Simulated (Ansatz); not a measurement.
## Pressure series in VN

Consider VN in the rock salt structure (space group Fm-3m, No. 225; a = 4.1168 Å).

Cell and atoms are relaxed at each pressure.

The values are results of PBE in Ansatz (plane waves to 420 eV, PAW, scalar-relativistic without spin-orbit coupling), not measurements.

Notes on the quantities. enthalpy: H = E + PV relative to the base's energy.

```json
[
 {"change": "base", "enthalpy": "–", "shortest interatomic distance": "2.058 Å"},
 {"change": "pressure −2 GPa", "enthalpy": "-0.11 eV/atom", "shortest interatomic distance": "2.063 Å"},
 {"change": "pressure −1 GPa", "enthalpy": "-0.05 eV/atom", "shortest interatomic distance": "2.061 Å"},
 {"change": "pressure 1.8 GPa", "enthalpy": "+0.10 eV/atom", "shortest interatomic distance": "2.055 Å"},
 {"change": "pressure 4.2 GPa", "enthalpy": "+0.23 eV/atom", "shortest interatomic distance": "2.050 Å"},
 {"change": "pressure 9 GPa", "enthalpy": "+0.48 eV/atom", "shortest interatomic distance": "2.040 Å"},
 {"change": "pressure 18 GPa", "enthalpy": "+0.95 eV/atom", "shortest interatomic distance": "2.024 Å"},
 {"change": "pressure 30 GPa", "enthalpy": "+1.57 eV/atom", "shortest interatomic distance": "2.004 Å"},
 {"change": "pressure 45 GPa", "enthalpy": "+2.31 eV/atom", "shortest interatomic distance": "?"},
 {"change": "pressure 60 GPa", "enthalpy": "+3.03 eV/atom", "shortest interatomic distance": "1.964 Å"}
]
```

Q: What belongs in the blanks?

A: 
- pressure 45 GPa, shortest interatomic distance: 1.983 Å

Load acts through the strain it causes; cell and atoms are relaxed under it. Stability against distortions was not tested. Competing high-pressure phases were not computed. Starting moments died away, wholly or in part, for the base; another magnetic solution may exist. All final runs are without spin polarisation.

Ansatz is a first-principles code.
